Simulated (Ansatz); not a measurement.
## Several settings converged on Rh (Fm-3m, 1 atom in the cell)

```
Rh
1.0
    0.00000     1.90950     1.90950
    1.90950     0.00000     1.90950
    1.90950     1.90950     0.00000
Rh
1
Direct
  0.00000   0.00000   0.00000
```

Base method: PBE (plane waves, PAW; Ansatz, a first-principles code).

Base settings: basis.ecutwfc = 420 eV; kpoints.mp_grid.grid = 15 15 15; hamiltonian.xc = pbe; hamiltonian.pseudopotentials = {kind: paw} (the program's default PAW files); scf.occupations.method = fermi_dirac; scf.occupations.width = 0.1 eV.

The count of work is k-points × plane waves × bands × iterations; it is no time. 

**The cutoff for other potential files**

Level: DFT, PBE, plane waves, harder PAW files (source: ansatz).

In this ladder: hamiltonian.pseudopotentials = {kind: paw, source: ansatz}.

The second cell is the first with its lattice scaled by 0.98.

The mesh stays at the base's, so the ladder's end is converged at best in this setting alone.

The first pressure column holds Ansatz's estimate of the finite-basis (Pulay) stress, which hides part of the cutoff error; the other is without it.

Only quantities that move along the ladder and can be compared are tabulated.

| basis.ecutwfc | free energy less the last step's (meV/atom) | energy of the compressed cell less the first (meV/atom) | pressure (GPa) | pressure without the Pulay estimate (GPa) | count of work / last |
|---|---|---|---|---|---|
| 245 eV | 13275.94 | 336.46 | 28.98 | -723.87 | 0.12 |
| 295 eV | 3120.65 | -3.46 | -7.11 | -213.67 | 0.15 |
| 380 eV | 183.94 | 62.42 | 3.52 | -17.37 | 0.23 |
| 460 eV | 5.96 | 58.89 | 2.60 | 1.67 | 0.29 |
| 540 eV | 1.05 | 59.16 | 2.64 | 2.62 | 0.36 |
| 650 eV | 0.56 | 59.11 | 2.63 | 2.62 | 0.47 |
| 810 eV | 0.22 | 59.06 | 2.62 | 2.60 | 0.64 |
| 1080 eV | 0.00 | 59.03 | 2.61 | 2.61 | 1.0 |

Coarsest basis.ecutwfc that holds the free energy within 2 meV/atom of the last step, with all finer ones: 540 eV, at 0.36 of the last step's count of work; the step before is off by 6.0 meV/atom.

Coarsest basis.ecutwfc that holds the energy of the compressed cell less the first within 0.2 meV/atom of the last step, with all finer ones: 460 eV, at 0.29 of the last step's count of work; the step before is off by 3.4 meV/atom.

Coarsest basis.ecutwfc that holds the pressure within 0.1 GPa of the last step, with all finer ones: 460 eV, at 0.29 of the last step's count of work; the step before is off by 0.90 GPa.

The energy difference between the two cells stays within 1 meV/atom of the last step's from 460 eV on, the total only from 650 eV on: much of the error is common to both cells and cancels.

At the lowest cutoff the pressure without the Pulay estimate lies 726 GPa under the last step's, the usual sign of Pulay stress in an incomplete plane-wave basis.

**The cutoff for other potential files**

Level: DFT, PBE, plane waves, norm-conserving files (source: ansatz).

In this ladder: hamiltonian.pseudopotentials = {kind: nc, source: ansatz}.

The second cell is the first with its lattice scaled by 0.98.

The mesh stays at the base's, so the ladder's end is converged at best in this setting alone.

The first pressure column holds Ansatz's estimate of the finite-basis (Pulay) stress, which hides part of the cutoff error; the other is without it.

Only quantities that move along the ladder and can be compared are tabulated.

```csv
basis.ecutwfc,free energy less the last step's (meV/atom),energy of the compressed cell less the first (meV/atom),pressure (GPa),pressure without the Pulay estimate (GPa),count of work / last
540 eV,6266.41,67.83,2.24,-221.48,0.11
660 eV,2097.72,51.96,0.76,-98.98,0.14
840 eV,304.61,61.72,2.88,-20.76,0.20
1020 eV,25.77,59.73,2.73,-0.54,0.26
1195 eV,1.37,59.53,2.69,2.54,0.35
1435 eV,0.73,59.51,2.69,2.67,0.47
1795 eV,0.44,59.49,2.68,2.68,0.65
2395 eV,0.00,59.47,2.68,2.68,1.0
```

Coarsest basis.ecutwfc that holds the pressure without the Pulay estimate within 0.1 GPa of the last step, with all finer ones: 1435 eV; the step before is off by 0.14 GPa.

Coarsest basis.ecutwfc that holds the pressure within 1 GPa of the last step, with all finer ones: 840 eV, at 0.20 of the last step's count of work; the step before is off by 1.9 GPa.

Coarsest basis.ecutwfc that holds the free energy within 5 meV/atom of the last step, with all finer ones: 1195 eV, at 0.35 of the last step's count of work; the step before is off by 26 meV/atom.

The energy difference between the two cells stays within 1 meV/atom of the last step's from 1020 eV on, the total only from 1435 eV on: much of the error is common to both cells and cancels.

At the lowest cutoff the pressure without the Pulay estimate lies 224 GPa under the last step's, the usual sign of Pulay stress in an incomplete plane-wave basis.

**The relaxed cell against the cutoff**

In this ladder: relax = cell and atoms.

The mesh stays at the base's, so the ladder's end is converged at best in this setting alone.

Only quantities that move along the ladder and can be compared are tabulated.

| basis.ecutwfc | relaxed volume (Å³/atom) | relaxation steps |
|---|---|---|
| 210 eV | 17.416 | 113 |
| 250 eV | 14.539 | 20 |
| 295 eV | 14.099 | 11 |
| 355 eV | 14.061 | 6 |
| 420 eV | 14.068 | 4 |
| 505 eV | 14.066 | 4 |
| 630 eV | 14.066 | 4 |
| 840 eV | 14.066 | 4 |

Coarsest basis.ecutwfc that holds the relaxed volume within 0.014 Å³/atom of the last step, with all finer ones: 355 eV; the step before is off by 0.033 Å³/atom.

At the lowest cutoff the cell relaxes to a volume 24 % larger than at the highest. Ansatz relaxes on a stress corrected for the finite basis.

On the base run: the starting cell has typed, rounded lattice constants, without a prior relaxation at this level. Its lattice was rescaled by up to half a per cent. Spin polarisation is off.

Keys are those of Ansatz 0.2.
